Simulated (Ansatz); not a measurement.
# SiC: response to strain

Consider SiC in the zinc blende structure (space group F-43m, No. 216; a = 4.357 Å). Axes: x, y, z lie along the cube axes.

Strains are applied to the cell and any free atomic positions relax; under biaxial strain the out-of-plane vector relaxes too.

Level of theory: Ansatz (a program for electronic structure) r2SCAN, without spin-orbit coupling, earlier PAW set.

Candidates:
(a) biaxial strain +1.50 %, plane normal [110], relaxed out of plane
(b) uniaxial strain ε_xx = +1.05 %
(c) tensor shear ε_yz = +3.56 %
(d) biaxial strain −3.84 %, plane normal [001], relaxed out of plane
(e) strain tensor (xx, yy, zz, yz, xz, xy) = (+0.65, +0.45, +0.85, +0.72, −0.29, +0.09) %

Notes on the quantities. energy relative to the base: free energy F.

Question: Order them by energy relative to the base, highest first.

Answer: (d) biaxial strain −3.84 %, plane normal [001], relaxed out of plane (+47 meV/atom), (c) tensor shear ε_yz = +3.56 % (+43 meV/atom), (a) biaxial strain +1.50 %, plane normal [110], relaxed out of plane (+8.3 meV/atom), (e) strain tensor (xx, yy, zz, yz, xz, xy) = (+0.65, +0.45, +0.85, +0.72, −0.29, +0.09) % (+4.8 meV/atom), (b) uniaxial strain ε_xx = +1.05 % (+1.5 meV/atom)

A biaxial case was relaxed in a doubled cell and then solved in the primitive one. No phonon test of stability was made.
